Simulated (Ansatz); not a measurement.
The parent structure is Ti in the hcp (Mg type) structure (space group P6_3/mmc, No. 194; a = 2.864 Å, c = 4.537 Å; relaxed with 0.1 eV smearing). Axes: x lies along a and z along c of the hexagonal cell.

Level of theory: LDA (Ansatz, a program for electronic structure, PAW, scalar-relativistic without spin-orbit coupling).

Modification: the cell is scaled by 0.9900 in all directions, atoms relaxed at fixed cell.

**Question.** Predict the stress tensor and what it implies for the stiffness.

**Answer.** Stress of the strained cell less that of the base (GPa, compression positive):
```
    4.0     0.0     0.0
    0.0     4.0     0.0
    0.0     0.0     4.1
```

Then B = −ΔP/(ΔV/V₀) with ΔV/V₀ = -0.0297 gives secant stiffness values (nonlinear terms included at this strain): B (at held cell shape, above the free-shape value) ≈ 135 GPa.

As a check, the harmonic strain energy −½ V₀ Δσ:ε is 6.0 meV/atom; the computed energy rise is 5.9 meV/atom.

Whether these cells are dynamically stable was not tested. All final runs are without spin polarisation.
